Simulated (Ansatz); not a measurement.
**A computed series for hypothetical CsCl type CoTe: element substitutions**

Base system: CoTe in the CsCl type structure (space group Pm-3m, No. 221; a = 3.251 Å; ferromagnetic; a hypothetical phase, not in the database extracts checked).

Each row replaces one element on all its sites; cell and atoms are relaxed.

Levels (all Ansatz, a program for electronic structure, PAW): PBE (420 eV, no SOC); PBEsol (420 eV, without spin-orbit coupling).

The base cell above is that of PBE; each level relaxes its own structures.

```json
[
 {"case": "Co → Bi", "lattice parameter a, PBE": "391.9 pm", "lattice parameter a, PBEsol": "…"},
 {"case": "Te → Pb", "lattice parameter a, PBE": "331.3 pm", "lattice parameter a, PBEsol": "…"},
 {"case": "Co → Ti", "lattice parameter a, PBE": "342.7 pm", "lattice parameter a, PBEsol": "337.6 pm"}
]
```

Task: What belongs in the blanks?

Result: 
- Co → Bi, lattice parameter a, PBEsol: 385.1 pm
- Te → Pb, lattice parameter a, PBEsol: 324.3 pm

PBE lies above PBEsol in every row, by 5.2 pm to 7.0 pm. They put the cases in the same order.

Other magnetic orders, which the real material may have, were not ruled out. Stability against distortions was not tested. As relaxed here, BiTe, CoPb and TiTe are hypothetical phases, not in the database extracts checked. Starting moments died away, wholly or in part, for the base; another magnetic solution may exist. Spin-polarised in the final run: PBE base, PBEsol base, PBE CoPb and PBEsol CoPb; the other runs are not. An odd electron count without spin: BiTe.
